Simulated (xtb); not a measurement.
xtb 6.7.1, GFN2-xTB: C[SiH](C)O[SiH2]O[SiH2]F, 19 atoms. The geometry is a generated start, not checked to be a minimum at this level.

| Property | Value |
|---|---|
| run flags | --grad |
| method | GFN2-xTB |
| --acc | 1 (default) |
| --etemp (K) | 300 (default) |
| basis functions | 61 |
| valence electrons | 50 |

```xyz
19

Si     2.9199    -1.2668    -0.7605
F      3.6363    -2.0499     0.4453
O      2.3213     0.0963    -0.1768
Si     1.5494     1.1775     0.7578
O      0.0070     0.7631     0.9350
Si    -1.5038     0.1907     0.7045
C     -2.5375     1.5622    -0.1089
C     -1.4535    -1.3636    -0.3857
H      3.9671    -0.9048    -1.6946
H      1.8610    -2.1462    -1.2154
H      1.6326     2.4214     0.0045
H      2.1385     1.1438     2.0868
H     -1.9603    -0.1081     2.0669
H     -2.4452     2.4951     0.4399
H     -2.2208     1.7532    -1.1313
H     -3.5905     1.2999    -0.1354
H     -0.7469    -2.0889     0.0075
H     -2.4251    -1.8453    -0.4365
H     -1.1494    -1.1297    -1.4031
```

One run each on 1 thread. Values of broydamp tried: 0.02, 0.05, 0.1, 0.2, 0.4 (default), 0.6, 0.8, 1.

Question: How does the count of SCC iterations change with broydamp, and where is it least?

Answer: Fewest SCC iterations, within one of each other: 0.4 (default) with 13, 0.6 with 13, 0.8 with 14. The count rises to 24 at 0.02. All converge to one solution.

| broydamp | SCC iterations | end |
|---|---|---|
| 0.02 | 24 | same solution |
| 0.05 | 20 | same solution |
| 0.1 | 19 | same solution |
| 0.2 | 16 | same solution |
| 0.4 (default) | 13 | same solution |
| 0.6 | 13 | same solution |
| 0.8 | 14 | same solution |
| 1 | 15 | same solution |
